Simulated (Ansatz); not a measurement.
Hf2Cu (I4/mmm, No. 139) was calculated with LDA (PAW; Ansatz, a program for electronic structure).

Settings: plane-wave cutoff 500 eV, 24×24×24 k mesh, Fermi–Dirac smearing 0.1 eV, no spin polarisation, scalar-relativistic PAW data made under PBE.

Computed at the level's own relaxed cell.

Problem. What does this level give for the volume per atom, equilibrium lattice constant a and c axis length?

Solution. 
volume per atom: 17.46 Å³/atom
equilibrium lattice constant a: 3.107 Å
c axis length: 10.854 Å

The run finds no gap.

Note: the volume lies 6 % below that of the published cell.

Spin–orbit coupling is not included.

The computed numbers hold no vibrational or temperature effects.

Cost on a shared machine: roughly 8 core-minutes.
